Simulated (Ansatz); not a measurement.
Consider the following.

```yaml
crystal:
  lattice:
    - [3.85023, 0.00000, 0.00000]
    - [0.00000, 3.85023, 0.00000]
    - [0.00000, 0.00000, 3.85023]
  atoms:
    - { symbol: Ga, position: [0.50000, 0.50000, 0.50000] }
    - { symbol: Bi, position: [0.00000, 0.00000, 0.00000] }
    - { symbol: O, position: [0.50000, 0.00000, 0.50000] }
    - { symbol: O, position: [0.00000, 0.50000, 0.50000] }
    - { symbol: O, position: [0.50000, 0.50000, 0.00000] }
```

Calculation: PBEsol with spin-orbit coupling, rigid bands (plane waves, PAW; Ansatz, a first-principles code). Condition of this run: spin-orbit coupling switched on. Geometry: cell and atoms relaxed with PBEsol.

Question: Predict the electron conductivity mass (n e² τ/σ) at 300 K, by direction if it differs.

Answer: 0.22 mₑ.

Question: Predict the hole conductivity mass (n e² τ/σ) at 300 K, by direction if it differs.

Answer: 1.55 mₑ.

Question: And the band gap?

Answer: 0.92 eV at this level; semilocal functionals usually fall short of the measured gap.

Rigid bands, one relaxation time for all states, no polarons.

Computed structure with no diffraction record at hand here (it may be known, metastable or hypothetical): GaBiO3 (Pm-3m).
